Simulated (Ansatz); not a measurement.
Start from TiSi₂ (space group Fddd, No. 70; a = 4.806 Å, b = 8.265 Å, c = 8.565 Å). Axes: x, y, z lie along a, b, c of the conventional cell.

Structures relaxed with DFT with PBE, PAW potentials and a 420 eV plane-wave cutoff in Ansatz (a program for electronic structure), no SOC.

Base:

Simulated powder pattern, Cu Kα1, λ = 1.54056 Å (kinematic, ideal powder, no thermal factors, no anomalous dispersion; the 10 strongest lines at most, above 2 %, up to 2θ = 90°):

```tsv
2θ (°)	I/Imax (%)	hkl
39.10	100	(131)
42.17	40	(004)
43.13	74	(202)
49.71	48	(133)
67.18	18	(135)
68.58	17	(331)
71.95	15	(062)
76.37	13	(333)
77.75	12	(206)
80.27	11	(260)
```

Modification: biaxial strain −0.52 %, plane normal [001], relaxed out of plane (Cartesian); in-plane vectors clamped, the third vector and the atoms free.

After the change:

Simulated powder pattern, Cu Kα1, λ = 1.54056 Å (kinematic, ideal powder, no thermal factors, no anomalous dispersion; the 10 strongest lines at most, above 2 %, up to 2θ = 90°):

```json
[
 {"2θ (°)": "39.29", "I/Imax (%)": "100", "hkl": "(131)"},
 {"2θ (°)": "42.11", "I/Imax (%)": "41", "hkl": "(004)"},
 {"2θ (°)": "43.30", "I/Imax (%)": "75", "hkl": "(202)"},
 {"2θ (°)": "49.84", "I/Imax (%)": "48", "hkl": "(133)"},
 {"2θ (°)": "67.25", "I/Imax (%)": "19", "hkl": "(135)"},
 {"2θ (°)": "68.98", "I/Imax (%)": "17", "hkl": "(331)"},
 {"2θ (°)": "72.33", "I/Imax (%)": "15", "hkl": "(062)"},
 {"2θ (°)": "76.73", "I/Imax (%)": "13", "hkl": "(333)"},
 {"2θ (°)": "77.79", "I/Imax (%)": "12", "hkl": "(206)"},
 {"2θ (°)": "80.77", "I/Imax (%)": "11", "hkl": "(260)"}
]
```

The indices refer to the base's conventional cell; one index is shown for lines that coincide.

No phonon test of stability was made. All final runs are without spin polarisation.
